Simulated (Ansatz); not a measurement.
**Short convergence ladders for Au (Fm-3m, 1 atom in the cell)**

```xyz
1
Lattice="0.0000 2.0339 2.0339 2.0339 0.0000 2.0339 2.0339 2.0339 0.0000" Properties=species:S:1:pos:R:3 pbc="T T T"
Au     0.0000     0.0000     0.0000
```

Base method: PBEsol, default PAW files made with PBE (plane waves; Ansatz, a quantum-chemistry and plane-wave program).

Base settings: basis.ecutwfc = 420 eV; kpoints.mp_grid.grid = 14 14 14; hamiltonian.xc = pbesol; hamiltonian.pseudopotentials = {kind: paw} (the program's default PAW files); scf.occupations.method = fermi_dirac; scf.occupations.width = 0.1 eV.

The count of work is k-points × plane waves × bands × iterations; it is no time. 

**The width of Fermi-Dirac smearing**

In this ladder: kpoints.mp_grid.grid = 23 23 23.

Narrow widths need finer meshes than wide ones, so the last steps can hold mesh noise.

Only quantities that move along the ladder and can be compared are tabulated; pressure and forces are left out, as mesh noise rules them at narrow widths.

| scf.occupations.width | free energy less the last step's (meV/atom) | energy extrapolated to zero width less the last step's (meV/atom) |
|---|---|---|
| 1 eV | -665.74 | 127.49 |
| 0.5 eV | -128.27 | 17.25 |
| 0.3 eV | -42.26 | -0.16 |
| 0.2 eV | -18.51 | -1.33 |
| 0.1 eV | -4.14 | -0.65 |
| 0.05 eV | 0.00 | 0.00 |

State of the energy extrapolated to zero width at the end of the ladder: still drifting one way, by 1.3 meV/atom over the last two steps, so the last step is no safe reference.

Widest scf.occupations.width that holds the free energy within 5 meV/atom: not settled: the last two steps still differ by 4.1 meV/atom, over half the tolerance, so the ladder does not show it.

The extrapolation to zero width removes most of the smearing's effect on the energy.

**The width of Methfessel-Paxton smearing**

In this ladder: kpoints.mp_grid.grid = 23 23 23; scf.occupations.method = methfessel_paxton.

Narrow widths need finer meshes than wide ones, so the last steps can hold mesh noise.

Only quantities that move along the ladder and can be compared are tabulated; pressure and forces are left out, as mesh noise rules them at narrow widths.

```tsv
scf.occupations.width	free energy less the last step's (meV/atom)
1 eV	1.05
0.5 eV	-1.81
0.3 eV	-1.26
0.2 eV	-0.73
0.1 eV	-0.20
0.05 eV	0.00
```

Widest scf.occupations.width that holds the free energy within 0.5 meV/atom of the last step, with all finer ones: 0.1 eV; the step before is off by 0.73 meV/atom.

**The mesh under tetrahedron occupations**

In this ladder: scf.occupations.method = tetrahedron; scf.occupations.width = default.

Only quantities that move along the ladder and can be compared are tabulated.

| kpoints.mp_grid.grid | free energy less the last step's (meV/atom) | pressure (GPa) | count of work / last |
|---|---|---|---|
| 6 6 6 | 20.89 | 1.71 | 0.018 |
| 7 7 7 | -15.46 | 1.82 | 0.022 |
| 9 9 9 | -5.30 | 1.90 | 0.039 |
| 11 11 11 | -1.59 | 1.97 | 0.062 |
| 14 14 14 | -0.14 | 1.98 | 0.12 |
| 17 17 17 | 0.12 | 1.96 | 0.18 |
| 21 21 21 | 0.27 | 1.97 | 0.32 |
| 26 26 26 | 0.00 | 1.98 | 0.57 |
| 32 32 32 | 0.00 | 1.98 | 1.0 |

Coarsest kpoints.mp_grid.grid that holds the free energy within 1 meV/atom of the last step, with all finer ones: 14 14 14, at 0.12 of the last step's count of work; the step before is off by 1.6 meV/atom.

Coarsest kpoints.mp_grid.grid that holds the pressure within 0.05 GPa of the last step, with all finer ones: 11 11 11, at 0.062 of the last step's count of work; the step before is off by 0.07 GPa.

On the base run: the starting cell has typed, rounded lattice constants, without a prior relaxation at this level. Its lattice was rescaled by up to half a per cent. Ansatz's pressure includes its estimate of the finite-basis (Pulay) stress.

Left out of this page: 4 runs of the series outside the window shown, repeating another row's setting, or not comparable.

Keys are those of Ansatz 0.2.
